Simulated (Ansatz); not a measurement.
Cr2GaC (P6₃/mmc, No. 194, 8 atoms in the cell; start mp-20197), treated with PBEsol (PAW; Ansatz, a first-principles code).

Settings: plane-wave cutoff 520 eV, 24×24×6 k mesh (along the axes of the cell as run), Fermi–Dirac smearing 0.05 eV, no spin polarisation, scalar-relativistic PAW data made under PBE.

Cell (relaxed at this level):

Cr$_{2}$GaC has the hexagonal space group P6₃/mmc (No. 194), Pearson symbol hP8. Lattice parameters: a = b = 2.8314 Å, c = 12.3826 Å, α = β = 90.00°, γ = 120.00°. Cr on 4f sees 3 C at 1.944 Å and 3 Ga at 2.617 Å and 3 Cr at 2.665 Å. Ga on 2d is coordinated by 6 Cr at 2.617 Å and 6 Ga at 2.831 Å (anticuboctahedral). C on 2a is surrounded by 6 Cr at 1.944 Å (octahedral). (Neighbours: up to the widest gap in distance over summed covalent radii, below 1.35, at either atom; cation-cation and far metal-metal contacts left out.)

Question: Give the computed bulk modulus.

Answer: 
* **bulk modulus**: 202 GPa

Note: the run has no spin polarisation, so it can have missed a magnetic state; the bulk modulus is −V dP/dV from two relaxed cells at ±2 % in volume; the relaxation could not lower the start's symmetry, so the cell can be a saddle point above a distorted one.

Computing time: around 11 core-minutes (rough).

A start named mp-… is a Materials Project structure, which need not be a measured phase.
